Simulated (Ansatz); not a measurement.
Input and output of a self-consistent single point for ScAg₂ (I4mm, 3 atoms in the cell) (Ansatz, an electronic-structure program).

Method: PBEsol, default PAW files made with PBE (plane waves; Ansatz).

The change in words: lattice scaled by 0.98; basis.ecutwfc: 30.9 Ry → 74.2 Ry. Reference geometry:
```xyz
3
Lattice="-1.7744 1.7744 4.4766 1.7744 -1.7744 4.4766 1.7744 1.7744 -4.4766" Properties=species:S:1:pos:R:3 pbc="T T T"
Sc     0.0000     0.0000     0.0500
Ag     0.0000     0.0000     5.9686
Ag     0.0000     0.0000     2.9846
```

Reference input (self-consistent single point, DFT, PBEsol, plane waves, default PAW files made with PBE): basis.ecutwfc = 30.9 Ry; kpoints.mp_grid.grid = 9 9 9; hamiltonian.xc = pbesol; hamiltonian.pseudopotentials = {kind: paw} (the program's default PAW files); scf.occupations.method = fermi_dirac; scf.occupations.width = 0.0073 Ry. This run's input differs from it in these lines:

Ansatz 0.2 input:
```diff
@@ -2,5 +2,5 @@
   lattice:
-    - [-1.77443700, 1.77443700, 4.47660000]
-    - [1.77443700, -1.77443700, 4.47660000]
-    - [1.77443700, 1.77443700, -4.47660000]
+    - [-1.73894800, 1.73894800, 4.38706800]
+    - [1.73894800, -1.73894800, 4.38706800]
+    - [1.73894800, 1.73894800, -4.38706800]
   atoms:
@@ -10,3 +10,3 @@
 basis:
-  ecutwfc: 30.9 Ry
+  ecutwfc: 74.2 Ry
 kpoints:
```

The program printed (abridged):

```
SCF iter   1: F=—  HF=-17156.902966 eV  |F-HF|=—  |Δ(HF+E_count)|=         —  Δρ=8.79e-3  dr2=3.73e-2  ethr=1.77e-3  ⟨swp⟩=4.1  Hψ=7304  notcnv=0
all-band conjugate gradients solve this SCF's bands
preconditioner: auto → Kerker (q_TF=auto, 2.692 Å⁻¹)
SCF iter   2: F=—  HF=-17156.892970 eV  |F-HF|=—  |Δ(HF+E_count)|=   1.00e-2  Δρ=2.79e-3  dr2=4.47e-3  ethr=7.60e-5  ⟨swp⟩=2.1  Hψ=4096  notcnv=0
SCF iter   3: F=—  HF=-17156.891738 eV  |F-HF|=—  |Δ(HF+E_count)|=   1.23e-3  Δρ=9.75e-4  dr2=4.14e-4  ethr=9.13e-6  ⟨swp⟩=2.3  Hψ=3354  notcnv=0
SCF iter   4: F=—  HF=-17156.891673 eV  |F-HF|=—  |Δ(HF+E_count)|=   6.57e-5  Δρ=2.90e-4  dr2=3.36e-5  ethr=8.45e-7  ⟨swp⟩=2.0  Hψ=3122  notcnv=0
SCF iter   5: F=—  HF=-17156.891747 eV  |F-HF|=—  |Δ(HF+E_count)|=   7.41e-5  Δρ=5.36e-5  dr2=1.99e-6  ethr=6.85e-8  ⟨swp⟩=3.0  Hψ=4150  notcnv=0
SCF iter   6: F=—  HF=-17156.891747 eV  |F-HF|=—  |Δ(HF+E_count)|=   3.87e-7  Δρ=1.29e-5  dr2=1.39e-7  ethr=4.06e-9  ⟨swp⟩=2.0  Hψ=3079  notcnv=0
SCF iter   7: F=-17156.891746 eV  HF=-17156.891746 eV  |F-HF|=6.44e-9  |Δ(HF+E_count)|=   3.23e-8  Δρ=4.26e-6  dr2=9.53e-9  ethr=2.04e-10  ⟨swp⟩=4.1  Hψ=7242  notcnv=0
SCF 1 converged in 7 iterations: F = -17156.891746 eV  dr2 = 9.53e-9
Free energy (F): -17156.891746 eV
Internal energy: -17156.851141 eV  (E = F + TS)
E sigma→0 (E₀):  -17156.871444 eV
Entropy (-TS):   -0.040606 eV (-13.535 meV/atom)
Fermi energy:    15.861215 eV
--- Forces (eV/Å), atoms counted from 1 ---
  atom   1  Sc     0.00000000    -0.00000000    -0.34207749
  atom   2  Ag    -0.00000000     0.00000000     0.20409574
  atom   3  Ag     0.00000000     0.00000000     0.13796441
--- Stress (GPa, compression-positive) ---
        2.263079       0.000000      -0.000000
        0.000000       2.263079       0.000000
       -0.000000       0.000000       1.934550
  P = ⅓ Tr σ = 2.1536 GPa (21.536 kbar)
  The stress holds the Pulay correction. Without it, at fixed plane waves, as pw.x and ABINIT print it: P = 2.1525 GPa
```

The run converged in 7 iterations. Against the reference run the free energy goes down by 8.3 meV/atom, the pressure goes from -3.85 to 2.15 GPa and the largest force goes from 0.274 to 0.342 eV/Å.

The starting cell comes from a database of computed structures (which also holds hypothetical and non-ambient phases and stackings), without a prior relaxation at this level. Its lattice was rescaled by up to half a per cent. One atom was moved a little off its site on purpose. For this run, on top of that: lattice scaled by 0.98. Ansatz's pressure includes its estimate of the finite-basis (Pulay) stress.
